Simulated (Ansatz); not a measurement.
The parent structure is WC (space group P-6m2, No. 187; a = 2.922 Å, c = 2.847 Å).

Calculations: PBE (Ansatz, an electronic-structure program), without spin-orbit coupling.

Base values:

| Property | Value |
|---|---|
| Lattice parameter a | 2.922 Å |

The change: hydrostatic tension (pressure −1 GPa).

Q: How does this affect the lattice parameter a?

A: The lattice parameter a goes up by 0.003 Å, from 2.922 Å to 2.925 Å.

Load acts through the strain it causes; cell and atoms are relaxed under it. Stability against distortions was not tested. The final runs are not spin-polarised.
